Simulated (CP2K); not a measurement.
A self-consistent single point of SbPt (P1, 4 atoms in the cell) with CP2K.

Level of theory: LDA (Pade form), GPW, DZVP-MOLOPT-SR-GTH basis, GTH-PADE potentials (GTH_POTENTIALS) in CP2K.

The change in words: atoms moved at random. Reference geometry:
```yaml
crystal:
  lattice:
    - [4.10768, 0.00000, 0.00000]
    - [-2.05384, 3.55735, 0.00000]
    - [0.00000, 0.00000, 5.44670]
  atoms:
    - { symbol: Sb, position: [0.66667, 0.33333, 0.75000] }
    - { symbol: Sb, position: [0.33333, 0.66667, 0.25000] }
    - { symbol: Pt, position: [0.00000, 0.00000, 0.50000] }
    - { symbol: Pt, position: [0.00000, 0.00000, 0.00000] }
```

Reference input (self-consistent single point, DFT LDA (Pade form), GPW, DZVP-MOLOPT-SR-GTH basis, GTH-PADE potentials (GTH_POTENTIALS)): CUTOFF = 500 Ry; REL_CUTOFF = 50 Ry; SMEAR/METHOD = FERMI_DIRAC; ELECTRONIC_TEMPERATURE = 1160.45 K; KPOINTS/SCHEME = MONKHORST-PACK 8 8 5; GAMMA_CENTERED = T; XC_FUNCTIONAL = PADE; Sb/BASIS_SET = DZVP-MOLOPT-SR-GTH; Sb/POTENTIAL = GTH-PADE-q5; Pt/BASIS_SET = DZVP-MOLOPT-SR-GTH; Pt/POTENTIAL = GTH-PADE-q18; METHOD = GPW. This run's input differs from it in these lines:

```diff
@@ -70,6 +70,6 @@
       SCALED
-      Sb       0.66666700     0.33333300     0.75000000
-      Sb       0.33333300     0.66666700     0.25000000
-      Pt       0.00000000     0.00000000     0.50000000
-      Pt       0.00000000     0.00000000     0.00000000
+      Sb       0.66841200     0.34293800     0.75538200
+      Sb       0.33920900     0.66706500     0.25029500
+      Pt      -0.01878900    -0.02318800     0.49884600
+      Pt       0.01116900     0.01318500    -0.00452300
     &END COORD
```

The program printed (abridged):

```
 SCF WAVEFUNCTION OPTIMIZATION

  Step     Update method      Time    Convergence         Total energy    Change
     1 NoMix/Diag. 0.20E+00      -     0.48143074      -253.5013918758 -2.54E+02
     2 Broy./Diag. 0.20E+00      -     0.02291559      -254.6593450644 -1.16E+00
     3 Broy./Diag. 0.20E+00      -     0.05768702      -253.8808545258  7.78E-01
     4 Broy./Diag. 0.20E+00      -     0.01331283      -252.6972176114  1.18E+00
     5 Broy./Diag. 0.20E+00      -     0.01748400      -252.8236792096 -1.26E-01
     6 Broy./Diag. 0.20E+00      -     0.00324973      -252.8791795119 -5.55E-02
   [... 5 lines left out ...]
    12 Broy./Diag. 0.20E+00      -     0.00004513      -252.7785376264 -5.19E-04
    13 Broy./Diag. 0.20E+00      -     0.00000466      -252.7786326725 -9.50E-05
    14 Broy./Diag. 0.20E+00      -     0.00001570      -252.7786708816 -3.82E-05
    15 Broy./Diag. 0.20E+00      -     0.00000076      -252.7786982828 -2.74E-05
  *** SCF run converged in    15 steps ***

  Overlap energy of the core charge distribution:               0.00000000715359
  Self energy of the core charge distribution:               -389.50118842486802
  Core Hamiltonian energy:                                     87.39896465777866
  Hartree energy:                                              75.59250321659799
  Exchange-correlation energy:                                -26.26632525650852
  Electronic entropic energy:                                  -0.00265248198781
  Fermi energy:                                                 0.38822471289121

  Total energy:                                              -252.77869828275692
  Total energy (extrapolated to T->0):                       -252.77737204176302

   [... lines left out ...]

 STRESS| Analytical stress tensor [bar]
 STRESS|                        x                   y                   z
 STRESS|      x       -8.34370756898E+04   6.89525212276E+03   1.49520292139E+03
 STRESS|      y        6.89525212276E+03  -7.38850189161E+04  -7.41931318818E+02
 STRESS|      z        1.49520292139E+03  -7.41931318818E+02  -9.98280099389E+04
 STRESS| 1/3 Trace                                            -8.57167015149E+04
```

The run converged in 15 iterations. Against the reference run the free energy rises by 6.2 meV/atom, the pressure goes from -8.84 to -8.57 GPa and the largest force goes from 0.000 to 0.355 eV/Å.

The starting cell comes from a database of computed structures (which also holds hypothetical and non-ambient phases and stackings), without a prior relaxation at this level. Its lattice was rescaled by a random factor within 2.5 % of one. For this run, on top of that: atoms moved at random. Spin polarisation is off. Values carry the incompleteness of an atom-centred basis. With a pressure of about -9 GPa the cell is away from its equilibrium volume at this level.

Cost on one core of a shared machine: roughly 2 min.
